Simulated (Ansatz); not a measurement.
B20 (FeSi-type) CoSi was calculated with PBE-D4 (plane waves, PAW; Ansatz, a first-principles code).

Numerical settings: plane-wave cutoff 520 eV, 12×12×12 k mesh, Fermi–Dirac smearing 0.05 eV, no spin polarisation, scalar-relativistic PAW data made under PBE.

Equation-of-state points:

```csv
V (Å³/atom),E − E_lowest (meV/atom)
10.123,13.65
10.333,3.28
10.544,0.00
10.755,3.05
10.966,11.74
```

Question: What bulk modulus B0 and pressure derivative B′ does a third-order Birch–Murnaghan fit give?

Answer: V0 = 10.544 Å³/atom, B0 = 240 GPa, B′ = 4.8 (fit to the energies at full precision).

Shape and atoms are relaxed at each volume.

Measured, for comparison: bulk modulus 207 GPa (temperature not stated, not corrected to a static lattice; as tabulated in Electronic Structure of B20 (FeSi-Type) Transition-Metal Monosilicides …); equilibrium volume per atom 10.97 Å³/atom (temperature not stated, not corrected to a static lattice; as tabulated in Wikipedia's data pages). Computed (rounded) less measured: bulk modulus +16 %, equilibrium volume per atom -3.9 %.

Note: the bulk modulus comes from volumes at which shape and atoms were relaxed.

Cost on a shared machine: roughly 20 core-minutes.
